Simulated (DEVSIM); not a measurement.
Structure: Si/Ge n-p heterojunction, at 300 K.

Layer 1 from the left is Si, thickness (μm) 0.0930, Nd (cm⁻³) 1.3e17, τn (s) 0.00018, τp (s) 0.00018. Layer 2 from the left is Ge, thickness (μm) 0.890, Na (cm⁻³) 1.8e18, τn (s) 0.00018, τp (s) 0.00018.

Left contact: ohmic. Right contact: ohmic. Voltage is applied to the left contact. Recombination: SRH at mid-gap, radiative. Mobility is μmin + (μ − μmin)/(1 + (N/Nref)^α).

Constants are typed, rounded textbook-type inputs, not results; the design itself was drawn at random and stands for no fabricated device. Values at 300 K.

Si: gap (eV) 1.124, affinity (eV) 4.05, permittivity 11.7, Nc (cm⁻³) 2.86e19, Nv (cm⁻³) 3.1e19, μn (cm²/Vs) 1417, μp (cm²/Vs) 470, μn,min 52, μp,min 45, Nref,n 9.7e16, Nref,p 2.2e17, αn 0.68, αp 0.72, B (cm³/s) 4.7e-15. Ge: gap (eV) 0.664, affinity (eV) 4, permittivity 16, Nc (cm⁻³) 1.04e19, Nv (cm⁻³) 6e18, μn (cm²/Vs) 3900, μp (cm²/Vs) 1900, μn,min 150, μp,min 100, Nref,n 2.6e17, Nref,p 4e17, αn 0.56, αp 0.6, B (cm³/s) 6.4e-14.

DEVSIM, 1D drift-diffusion, Boltzmann statistics, complete ionisation; no tunnelling, impact ionisation, image-force lowering or self-heating. Band offsets follow the typed affinities; no thermionic-emission limit at abrupt steps, no polarisation charge.

Task: What does the simulation give for the potential step across the device at zero bias, the dark forward voltage at 100 A/cm², the dark forward voltage at 1 A/cm², the largest field in the device at zero bias?

Result: potential step across the device at zero bias 0.443 V; dark forward voltage at 100 A/cm² 0.411 V; dark forward voltage at 1 A/cm² 0.292 V; largest field in the device at zero bias 120000 V/cm.
